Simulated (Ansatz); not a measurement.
The reference is W in the bcc (W type) structure (space group Im-3m, No. 229; a = 3.169 Å; relaxed with 0.1 eV smearing).

Level of theory: DFT with r2SCAN, PAW potentials and a 500 eV plane-wave cutoff in Ansatz (a program for electronic structure), scalar-relativistic without spin-orbit coupling.

Strains are applied to the cell and any free atomic positions relax.

One change was made to it. Results:

The pressure goes from zero to 5.0 GPa; the energy goes up by 3.6 meV/atom.

Q: What was done to the base?
(A) isotropic strain −2.50 %
(B) isotropic strain −0.50 %
(C) isotropic strain −2.00 %
(D) isotropic strain −1.00 %

A: B, isotropic strain −0.50 %. For comparison, the energy relative to the base in the other runs: isotropic strain −1.00 % gives +15 meV/atom; isotropic strain −2.50 % gives +96 meV/atom; isotropic strain −2.00 % gives +61 meV/atom.

Stability against distortions was not tested. All final runs are without spin polarisation.
